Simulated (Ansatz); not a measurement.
**Hypothetical rock salt BN: pressure series**

Take BN in the rock salt structure (space group Fm-3m, No. 225; a = 3.503 Å; a hypothetical phase, not in the database extracts checked) as the base.

Cell and atoms are relaxed at each pressure.

Levels (all Ansatz, a quantum-chemistry and plane-wave program, PAW): PBE (420 eV, scalar-relativistic without spin-orbit coupling); PBEsol (420 eV, no spin-orbit coupling).

The base cell above is that of PBE; each level relaxes its own structures.

```json
[
 {"case": "pressure −2 GPa", "lattice parameter a, PBE": "3.510 Å", "lattice parameter a, PBEsol": "3.489 Å"},
 {"case": "pressure −1 GPa", "lattice parameter a, PBE": "3.507 Å", "lattice parameter a, PBEsol": "3.486 Å"},
 {"case": "pressure 0.3 GPa", "lattice parameter a, PBE": "3.503 Å", "lattice parameter a, PBEsol": "3.482 Å"},
 {"case": "pressure 0.7 GPa", "lattice parameter a, PBE": "3.501 Å", "lattice parameter a, PBEsol": "3.481 Å"},
 {"case": "pressure 1.5 GPa", "lattice parameter a, PBE": "3.499 Å", "lattice parameter a, PBEsol": "3.478 Å"},
 {"case": "pressure 3 GPa", "lattice parameter a, PBE": "3.494 Å", "lattice parameter a, PBEsol": "3.474 Å"},
 {"case": "pressure 5 GPa", "lattice parameter a, PBE": "3.489 Å", "lattice parameter a, PBEsol": "3.469 Å"},
 {"case": "pressure 7.5 GPa", "lattice parameter a, PBE": "3.481 Å", "lattice parameter a, PBEsol": "3.462 Å"},
 {"case": "pressure 10 GPa", "lattice parameter a, PBE": "3.474 Å", "lattice parameter a, PBEsol": "3.455 Å"}
]
```

PBE lies above PBEsol in every row, by 0.019 Å to 0.021 Å. They put the cases in the same order.

Load acts through the strain it causes; cell and atoms are relaxed under it. No phonon test of stability was made. Competing high-pressure phases were not computed.
